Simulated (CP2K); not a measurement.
CP2K run on GaAs (F-43m, 2 atoms in the cell): self-consistent single point.

Level of theory: CP2K with PBE, GPW, DZVP-MOLOPT-SR-GTH basis, GTH-PBE potentials (GTH_POTENTIALS).

The change in words: lattice scaled by 0.98. Reference geometry:
```
GaAs
1.0
    4.15016     0.00000     0.00000
    2.07508     3.59414     0.00000
    2.07508     1.19805     3.38859
Ga As
1 1
Direct
  0.00000   0.00000   0.00000
  0.25000   0.25000   0.25000
```

Reference input (self-consistent single point, DFT PBE, GPW, DZVP-MOLOPT-SR-GTH basis, GTH-PBE potentials (GTH_POTENTIALS)): CUTOFF = 600 Ry; REL_CUTOFF = 60 Ry; SMEAR/METHOD = GAUSSIAN; SIGMA = 0.2 eV; KPOINTS/SCHEME = MONKHORST-PACK 7 7 7; XC_FUNCTIONAL = PBE; Ga/BASIS_SET = DZVP-MOLOPT-SR-GTH-q13; Ga/POTENTIAL = GTH-PBE-q13; As/BASIS_SET = DZVP-MOLOPT-SR-GTH-q5; As/POTENTIAL = GTH-PBE-q5; METHOD = GPW; EPS_DEFAULT = 1e-10. This run's input differs from it in these lines:

```diff
@@ -63,4 +63,4 @@
     &CELL
-      ABC 4.15015700 4.15015641 4.15015671
-      ALPHA_BETA_GAMMA 60.00000458 60.00000567 60.00000327
+      ABC 4.06715400 4.06715341 4.06715366
+      ALPHA_BETA_GAMMA 59.99999885 59.99999724 59.99999517
       PERIODIC XYZ
@@ -69,3 +69,3 @@
       Ga       0.00000000     0.00000000     0.00000000
-      As       2.07507825     1.19804700     0.84714725
+      As       2.03357700     1.17408600     0.83020425
     &END COORD
```

The program printed (abridged):

```
 SCF WAVEFUNCTION OPTIMIZATION

  Step     Update method      Time    Convergence         Total energy    Change
     1 NoMix/Diag. 0.30E+00      -     1.13198934       -80.9977309955 -8.10E+01
     2 Broy./Diag. 0.30E+00      -     0.04466118       -80.9081411179  8.96E-02
     3 Broy./Diag. 0.30E+00      -     0.09479427       -80.8875559281  2.06E-02
     4 Broy./Diag. 0.30E+00      -     0.01346808       -80.9043513860 -1.68E-02
     5 Broy./Diag. 0.30E+00      -     0.00421539       -80.9230951362 -1.87E-02
     6 Broy./Diag. 0.30E+00      -     0.00282566       -80.9213887101  1.71E-03
   [... 3 lines left out ...]
    10 Broy./Diag. 0.30E+00      -     0.00000753       -80.9244047544 -4.81E-05
    11 Broy./Diag. 0.30E+00      -     0.00000876       -80.9243855157  1.92E-05
    12 Broy./Diag. 0.30E+00      -     0.00000163       -80.9243822151  3.30E-06
    13 Broy./Diag. 0.30E+00      -     0.00000059       -80.9243791379  3.08E-06
  *** SCF run converged in    13 steps ***

  Overlap energy of the core charge distribution:               0.00000000247432
  Self energy of the core charge distribution:               -110.85616758366727
  Core Hamiltonian energy:                                     32.27769893879059
  Hartree energy:                                               9.44135577094145
  Exchange-correlation energy:                                -11.78722850931760
  Smearing free energy correction:                             -0.00003775711581
  Fermi energy:                                                 0.14541318869615

  Total energy:                                               -80.92437913793400
  Total energy (extrapolated to sigma->0):                    -80.92436025937609

   [... lines left out ...]

 STRESS| Analytical stress tensor [bar]
 STRESS|                        x                   y                   z
 STRESS|      x        5.87598558838E+03   3.81860133847E+01   2.70018144634E+01
 STRESS|      y        3.81860133847E+01   5.83209106516E+03   1.55566690104E+01
 STRESS|      z        2.70018144634E+01   1.55566690104E+01   5.82096546069E+03
 STRESS| 1/3 Trace                                             5.84301403808E+03
```

The run converged in 13 iterations. Against the reference run the free energy goes down by 10.7 meV/atom and the pressure goes from -2.67 to 0.58 GPa.

The starting cell comes from a database of computed structures (which also holds hypothetical and non-ambient phases and stackings), without a prior relaxation at this level. Its lattice was rescaled by a random factor within 2.5 % of one. For this run, on top of that: lattice scaled by 0.98. Values carry the incompleteness of an atom-centred basis. The run gives no clean gap (levels at the Fermi energy touch, overlap or are partly filled at this smearing), which alone does not show that the compound is a metal.

Cost on one core of a shared machine: roughly 40 s.
